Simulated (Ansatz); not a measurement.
Mg2Sn: response to strain

Start from Mg2Sn (space group Fm-3m, No. 225; a = 6.6638 Å; relaxed with 0.1 eV smearing). Axes: x, y, z lie along the cube axes.

Strains are applied to the cell and any free atomic positions relax; under biaxial strain the out-of-plane vector relaxes too.

Calculations: Ansatz (a quantum-chemistry and plane-wave program) LDA, scalar-relativistic without spin-orbit coupling.

```tsv
biaxial strain, plane normal [111], relaxed out of plane (%)	out-of-plane strain (%)
-2.5	1.39
-2.08	1.15
-1.67	0.92
-1.25	?
-0.83	0.46
-0.42	0.25
0	0.00
```

### Question
Fit ε⊥ = −νε + γε² (strains in %) to the rows shown and predict the withheld row.

### Answer
Least squares on the printed values gives ν = 0.56 (the biaxial Poisson response) and γ = -0.001 (largest residual 0.02 %); this predicts 0.69 %, and the run gives 0.69 %, in agreement.

Stability against distortions was not tested.
